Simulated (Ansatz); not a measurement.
Base system: CaO in the rock salt structure (space group Fm-3m, No. 225; a = 4.767 Å). Axes: x, y, z lie along the cube axes.

The values are results of PBEsol (Ansatz, a first-principles code; PAW; 420 eV plane waves; no spin-orbit coupling), not measurements.

Strains are applied to the cell and any free atomic positions relax; under biaxial strain the out-of-plane vector relaxes too.

One change was made to it. Results:

The smallest direct gap is nearly the same (3.92 eV against 3.91 eV); the energy rises by 17 meV/atom; the band gap shrinks by 0.14 eV to 3.40 eV; the valence-band top at Γ (three highest levels, from the VBM) becomes 0.00, -0.11, -0.11 eV (base: 0.00, 0.00, 0.00 eV).

Question: Name the change that was made.
A. biaxial strain −2.50 %, plane normal [001], relaxed out of plane
B. biaxial strain −1.00 %, plane normal [001], relaxed out of plane
C. biaxial strain +0.50 %, plane normal [001], relaxed out of plane
D. biaxial strain +2.50 %, plane normal [001], relaxed out of plane
E. biaxial strain +3.00 %, plane normal [001], relaxed out of plane

Answer: E, biaxial strain +3.00 %, plane normal [001], relaxed out of plane. For comparison, the energy relative to the base in the other runs: biaxial strain −1.00 %, plane normal [001], relaxed out of plane gives +2.2 meV/atom; biaxial strain +2.50 %, plane normal [001], relaxed out of plane gives +12 meV/atom; biaxial strain −2.50 %, plane normal [001], relaxed out of plane gives +15 meV/atom; biaxial strain +0.50 %, plane normal [001], relaxed out of plane gives +0.5 meV/atom.

Semilocal Kohn–Sham gaps tend to fall short of experiment. Whether these cells are dynamically stable was not tested.
